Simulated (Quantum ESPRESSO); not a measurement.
A self-consistent single point of BaAlSiH (P3m1, 4 atoms in the cell) with Quantum ESPRESSO.

Level of theory: LDA (PZ), GBRV 1.5 ultrasoft (LDA) pseudopotentials (plane waves; Quantum ESPRESSO).

The change in words: lattice scaled by 0.98. Reference geometry:
```xyz
4
Lattice="4.3091 0.0000 0.0000 -2.1545 3.7318 0.0000 0.0000 0.0000 5.2320" Properties=species:S:1:pos:R:3 pbc="T T T"
Ba     0.0000     0.0000     0.0023
Al     2.1545     1.2439     2.4342
Si     0.0000     2.4879     2.8374
H      2.1545     1.2439     0.7059
```

Reference input (self-consistent single point, DFT, LDA (PZ), plane waves, GBRV 1.5 ultrasoft (LDA) pseudopotentials): ecutwfc = 40 Ry; ecutrho = 200 Ry; occupations = fixed; K_POINTS = automatic 6 6 5 0 0 0; nbnd = 11; conv_thr = 1e-10 Ry. This run's input differs from it in these lines:

```diff
@@ -10,4 +10,4 @@
   ibrav = 4
-  celldm(1) = 8.1430015380
-  celldm(3) = 1.214183499845
+  celldm(1) = 7.9801409444
+  celldm(3) = 1.214183476553
   nat = 4
```

The program printed (abridged):

```
     Self-consistent Calculation

     iteration #  1     ecut=    40.00 Ry     beta= 0.70

     Threshold (ethr) on eigenvalues was too large:
     Diagonalizing with lowered threshold

     negative rho (up, down):  8.988E-02 0.000E+00

     total energy              =     -87.89137451 Ry
     estimated scf accuracy    <       0.13274840 Ry

     iteration #  2     ecut=    40.00 Ry     beta= 0.70

     negative rho (up, down):  8.838E-02 0.000E+00

     total energy              =     -87.91459931 Ry
     estimated scf accuracy    <       0.01118938 Ry

     iteration #  3     ecut=    40.00 Ry     beta= 0.70

     negative rho (up, down):  8.766E-02 0.000E+00

     total energy              =     -87.91719270 Ry
     estimated scf accuracy    <       0.00140606 Ry

   [... 5 blocks of this kind left out ...]

     iteration #  9     ecut=    40.00 Ry     beta= 0.70

     negative rho (up, down):  8.710E-02 0.000E+00

     total energy              =     -87.91749792 Ry
     estimated scf accuracy    <          1.4E-10 Ry

     iteration # 10     ecut=    40.00 Ry     beta= 0.70

     negative rho (up, down):  8.710E-02 0.000E+00
     End of self-consistent calculation

     highest occupied, lowest unoccupied level (ev):     7.3060    8.1118

!    total energy              =     -87.91749792 Ry
     estimated scf accuracy    <          5.4E-12 Ry

     convergence has been achieved in  10 iterations

     negative rho (up, down):  8.710E-02 0.000E+00

     Forces acting on atoms (cartesian axes, Ry/au):

     atom    1 type  1   force =     0.00000000    0.00000000    0.00103503
     atom    2 type  2   force =     0.00000000    0.00000000    0.00888769
     atom    3 type  3   force =     0.00000000    0.00000000    0.00109558
     atom    4 type  4   force =     0.00000000   -0.00000000   -0.01101830

     Total force =     0.014236     Total SCF correction =     0.000004

     negative rho (up, down):  8.710E-02 0.000E+00
          total   stress  (Ry/bohr**3)                   (kbar)     P=        8.76
   0.00008988   0.00000000   0.00000000           13.22        0.00        0.00
   0.00000000   0.00008988   0.00000000            0.00       13.22        0.00
   0.00000000  -0.00000000  -0.00000107            0.00       -0.00       -0.16

   JOB DONE.
```

The run converged in 10 iterations. Against the reference run the free energy drops by 7.0 meV/atom, the pressure goes from -2.61 to 0.88 GPa, the largest force goes from 0.122 to 0.283 eV/Å and the gap on the mesh goes from 0.792 to 0.806 eV.

The starting cell comes from a database of computed structures (which also holds hypothetical and non-ambient phases and stackings), without a prior relaxation at this level. Its lattice was rescaled by a random factor within 2.5 % of one. For this run, on top of that: lattice scaled by 0.98.

Cost on one core of a shared machine: roughly 40 s.
